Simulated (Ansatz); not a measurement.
## zinc-blende BN: the defect Ca on the B site (Ca_B)

All values below come from PBE, PAW (plane waves to 420 eV; Ansatz, a quantum-chemistry and plane-wave program). Cell: 64 sites, 2×2×2; final energies on a 2×2×2 shifted mesh. Site at the start: the B site. Finite-size correction: monopole term and site-potential alignment. Dielectric constants: PBE linear response of the host. Host gap at this level: 4.46 eV. Finite-size and sampling errors can reach tenths of an eV here. Levels are measured in PBE's own, too narrow, gap. Spin–orbit coupling is left out. Each state is the lowest found from its start.

Formation energies E_f are given with the Fermi level at the valence-band maximum. Chemical conditions: B-rich (Δμ(B) = 0.00 eV, Δμ(Ca) = -2.87 eV, bounded by CaB6 (Pm-3m); only phases computed here count, gases as isolated molecules at 0 K). Reference phases: B: alpha boron, Ca: fcc Ca.

```json
[
 {"charge": "+1†", "moment (μB)": "2.0", "largest move off a lattice site (Å)": "0.41", "image correction with alignment (eV)": "0.73", "E_f, B-rich (eV)": "–", "above the lowest spin state (eV)": "0.00"},
 {"charge": "+1", "moment (μB)": "not spin-polarised", "largest move off a lattice site (Å)": "0.48", "image correction with alignment (eV)": "0.70", "E_f, B-rich (eV)": "14.00", "above the lowest spin state (eV)": "0.13"},
 {"charge": "0", "moment (μB)": "1.0", "largest move off a lattice site (Å)": "0.45", "image correction with alignment (eV)": "0.00", "E_f, B-rich (eV)": "14.12", "above the lowest spin state (eV)": "0.00"},
 {"charge": "−1†", "moment (μB)": "not spin-polarised", "largest move off a lattice site (Å)": "0.38", "image correction with alignment (eV)": "-0.12", "E_f, B-rich (eV)": "–", "above the lowest spin state (eV)": "0.00"}
]
```

† Not settled in this cell, so no level is given: charge +1: a level filled in part; charge −1: a large or scattered potential alignment.

Flagged in the runs: a doubtful potential alignment.
